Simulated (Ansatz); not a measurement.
The starting structures come from a database of crystals and need not be the phases stable at ambient conditions.

By PBEsol, the system below comes out a metal.

A figure of merit of an interconnect metal is its ballistic conductance per area.

Given:

```
CELL_PARAMETERS angstrom
      3.68938     0.00000     0.00000
      0.00000     5.21757     0.00000
      1.84469     2.60879     1.84469
ATOMIC_POSITIONS crystal
  Sc 0.00000 0.50000 0.00000
  S  0.00000 0.00000 0.00000
```

Space group of this cell: Fm-3m, rock salt. The cell is taken as given; by PBEsol its mean pressure is -4.1 GPa.

The current flows along the normal of the first two printed cell vectors, the (110) plane of the conventional cell. No spin-orbit coupling; the value is a mean over 0.1 eV about the Fermi level.

### Question
Estimate the ballistic conductance per area that PBEsol (Ansatz, a quantum-chemistry and plane-wave program) returns for this system.

### Answer
0.88 × 10¹⁵ S/m² for both spins.
